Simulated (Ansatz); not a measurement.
Effect of uniaxial strain ε_zz = −0.60 % on Cu3N

Base system: Cu$_{3}$N (space group Pm-3m, No. 221; a = 3.765 Å). Axes: x, y, z lie along the cube axes.

Modification: uniaxial strain ε_zz = −0.60 %, all other strain components held at zero; the atoms relax in the strained cell.

Calculations: PBEsol (Ansatz, a quantum-chemistry and plane-wave program), spin-orbit coupling left out. Settings: 12×12×12 k-points, 0.05 eV Fermi–Dirac smearing.

```tsv
quantity	base	changed	shift
volume per atom	13.34 Å³	13.26 Å³	-0.08 Å³
space group	Pm-3m (No. 221)	P4/mmm (No. 123)	–
energy relative to the base (free energy F)	0 meV/atom	+0.4 meV/atom	+0.4 meV/atom
band gap	zero	zero	–
stress (xx, yy, zz, yz, xz, xy; compression positive) (rough)	–	(0.4, 0.4, 1.7, 0.0, 0.0, 0.0) GPa	–
```

Without a gap, meshes like the base's 12×12×12 leave anisotropic stresses uncertain by several tenths of a GPa, and small strain energies with them. Stability against distortions was not tested. All final runs are without spin polarisation. Gaps under 0.05 eV, about the width of the smearing, are given as zero. A zero or small gap of Cu3N can be the functional's error rather than a property of the material.
